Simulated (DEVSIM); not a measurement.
System: Co/Si3N4/p-In0.53Ga0.47As capacitor, at 300 K.

Layer 1 from the left is Si3N4, thickness (nm) 4.50. Layer 2 from the left is In0.53Ga0.47As, thickness (nm) 1200, Na (cm⁻³) 1.2e16.

Metal gate on the left, work function 5 eV. Fixed charge at the semiconductor interface 0 cm⁻² (in units of +e); no interface traps.

This is a model device: material constants are rounded textbook-type values typed into the input, and sizes, dopings and lifetimes were drawn at random. Values at 300 K.

Si3N4: gap (eV) 5.1, affinity (eV) 2.1, permittivity 7.5. In0.53Ga0.47As: gap (eV) 0.74, affinity (eV) 4.51, permittivity 13.9, Nc (cm⁻³) 2.1e17, Nv (cm⁻³) 7.7e18.

Task: Estimate by hand the flat-band voltage, the threshold voltage, and compare with a numerical solution.

Result: 
- Flat-band voltage: C = 1.48 μF/cm², work-function difference -0.083 V; VFB = φms − qNf/C = -0.08 V; numerical -0.08 V.
- Threshold voltage: φF = 0.249 V, depletion charge √(4εqNφF) = 4.86e-8 C/cm²; VT = VFB + 2φF + Qd/C = 0.45 V; numerical 0.45 V.

DEVSIM, 1D Poisson equation in equilibrium, Boltzmann statistics, complete ionisation; no quantum confinement or tunnelling. Metal contacts follow the ideal Schottky-Mott rule: no Fermi-level pinning, no interface dipoles.
